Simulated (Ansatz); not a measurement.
The reference is CsPbCl3 in the cubic perovskite structure (space group Pm-3m, No. 221; a = 5.6186 Å).

Structures relaxed with Ansatz (a program for electronic structure), PBEsol, PAW, cutoff 420 eV, scalar-relativistic without spin-orbit coupling.

Base:

Simulated powder pattern, Cu Kα, λ = 1.54184 Å (kinematic, ideal powder, no thermal factors, no anomalous dispersion; the 10 strongest lines at most, above 2 %, up to 2θ = 90°):

```
2θ (°)  I/Imax (%)    hkl
------  ----------  -----
15.77           15  (100)
22.38          100  (110)
31.85           47  (200)
39.28           49  (211)
45.67           33  (220)
51.43           23  (310)
61.78           27  (321)
71.20           13  (411)
75.70           15  (420)
88.80           16  (510)
```

Now apply this change: full substitution Cs → La; the structure is relaxed again.

After the change:

Simulated powder pattern, Cu Kα, λ = 1.54184 Å (kinematic, ideal powder, no thermal factors, no anomalous dispersion; the 10 strongest lines at most, above 2 %, up to 2θ = 90°):

| 2θ (°) | I/Imax (%) | hkl |
|---|---|---|
| 16.14 | 14 | (100) |
| 22.90 | 100 | (110) |
| 32.61 | 46 | (200) |
| 40.22 | 48 | (211) |
| 46.78 | 33 | (220) |
| 52.70 | 23 | (310) |
| 63.36 | 26 | (321) |
| 73.09 | 13 | (330) |
| 77.76 | 15 | (420) |
| 86.88 | 11 | (422) |

The indices refer to each structure's own conventional cell; one index is shown for lines that coincide.

No phonon test of stability was made. As relaxed here, LaPbCl3 is a hypothetical phase, not in the database extracts checked. The final runs are not spin-polarised. Many cubic perovskites are stable only at high temperature; tilts and polar distortions were not tested. This is not the structure that CsPbCl3 has at room temperature and ambient pressure.
